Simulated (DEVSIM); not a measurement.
Structure: GaAs n-i-p diode, at 300 K.

| layer (left to right) | material | thickness (μm) | Nd (cm⁻³) | Na (cm⁻³) | τn (s) | τp (s) |
|---|---|---|---|---|---|---|
| 1 | GaAs | 0.980 | 1e17 | - | 3e-9 | 3e-9 |
| 2 | GaAs | 1.80 | - | 7.7e12 | 3e-9 | 3e-9 |
| 3 | GaAs | 0.700 | - | 4.6e17 | 3e-9 | 3e-9 |

Left contact: ohmic. Right contact: ohmic. Voltage is applied to the left contact. Recombination: SRH at mid-gap, radiative. Mobility is μmin + (μ − μmin)/(1 + (N/Nref)^α).

This is a model device: material constants are rounded textbook-type values typed into the input, and sizes, dopings and lifetimes were drawn at random. Values at 300 K.

| parameter | GaAs |
|---|---|
| gap (eV) | 1.424 |
| affinity (eV) | 4.07 |
| permittivity | 12.9 |
| Nc (cm⁻³) | 4.7e17 |
| Nv (cm⁻³) | 9e18 |
| μn (cm²/Vs) | 8500 |
| μp (cm²/Vs) | 400 |
| μn,min | 500 |
| μp,min | 20 |
| Nref,n | 6e16 |
| Nref,p | 1.5e17 |
| αn | 0.39 |
| αp | 0.38 |
| B (cm³/s) | 2e-10 |

DEVSIM, 1D drift-diffusion, Boltzmann statistics, complete ionisation; no tunnelling, impact ionisation, image-force lowering or self-heating.

Give the small-signal capacitance in reverse bias (quasi-static).


```json
[
 {"V (V)": "0.04", "C (nF/cm²)": "6.75"},
 {"V (V)": "0.1", "C (nF/cm²)": "6.72"},
 {"V (V)": "0.2", "C (nF/cm²)": "6.67"},
 {"V (V)": "0.3", "C (nF/cm²)": "6.64"},
 {"V (V)": "0.4", "C (nF/cm²)": "6.60"},
 {"V (V)": "0.6", "C (nF/cm²)": "6.55"},
 {"V (V)": "0.8", "C (nF/cm²)": "6.51"},
 {"V (V)": "1", "C (nF/cm²)": "6.48"},
 {"V (V)": "1.3", "C (nF/cm²)": "6.44"},
 {"V (V)": "1.6", "C (nF/cm²)": "6.41"},
 {"V (V)": "2", "C (nF/cm²)": "6.38"}
]
```
